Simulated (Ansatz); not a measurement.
Effect of biaxial strain −2.00 %, plane normal [001], relaxed out of plane on WSi2

Take WSi2 (space group I4/mmm, No. 139; a = 3.185 Å, c = 7.773 Å; relaxed with 0.1 eV smearing) as the base. Axes: x, y, z lie along a, b, c of the conventional cell.

Perturbation: compressive biaxial strain of 2.00 % in the plane normal to [001], as in epitaxy on a mismatched substrate; the out-of-plane cell vector and the atoms relax.

Calculations: DFT with LDA, PAW potentials and a 420 eV plane-wave cutoff in Ansatz (a quantum-chemistry and plane-wave program), without spin-orbit coupling. Settings: 25×25×25 k-points, 0.1 eV Fermi–Dirac smearing.

The space group is still I4/mmm (No. 139) and the shortest interatomic distance drops by 0.009 Å to 2.562 Å. The energy increases by 19 meV/atom and the pressure (mean of the normal stresses, compression positive) goes from zero to 7.8 GPa. The band gap stays zero and the out-of-plane strain is +0.82 %. The ratio −ε⊥/ε∥ comes out as 0.41.

Final structure (turned so that z lies along the plane normal):

```yaml
crystal:
  lattice:
    - [3.12157, 0.00000, 0.00000]
    - [0.00000, 3.12157, 0.00000]
    - [1.56079, -1.56079, 3.91828]
  atoms:
    - { symbol: Si, position: [0.33410, 0.66590, 0.33179] }
    - { symbol: Si, position: [0.66590, 0.33410, 0.66821] }
    - { symbol: W, position: [0.00000, 0.00000, 0.00000] }
```

No phonon test of stability was made. The final runs are not spin-polarised.
